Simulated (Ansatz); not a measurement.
Take BeTe in the zinc blende structure (space group F-43m, No. 216; a = 5.657 Å) as the base. Axes: x, y, z lie along the cube axes.

Level of theory: Ansatz (a program for electronic structure) r2SCAN, without spin-orbit coupling.

Strains are applied to the cell and any free atomic positions relax.

One change was made to it. Results:

| quantity | base | after |
|---|---|---|
| pressure (mean of the normal stresses, compression positive) | 0.00 GPa | -0.55 GPa |
| band gap | 2.38 eV | 2.13 eV |
| energy relative to the base (free energy F) | 0 meV/atom | +4.8 meV/atom |

Problem. Name the change that was made.
(A) strain tensor (xx, yy, zz, yz, xz, xy) = (+1.46, +1.19, −1.64, +0.52, +0.54, +0.88) %
(B) uniaxial strain ε_yy = −2.21 %
(C) isotropic strain −3.96 %

Solution. A, strain tensor (xx, yy, zz, yz, xz, xy) = (+1.46, +1.19, −1.64, +0.52, +0.54, +0.88) %. For comparison, the energy relative to the base in the other runs: isotropic strain −3.96 % gives +67 meV/atom; uniaxial strain ε_yy = −2.21 % gives +3.6 meV/atom.

Spin-orbit coupling, missing from the scalar runs, can matter with Te. No phonon test of stability was made.
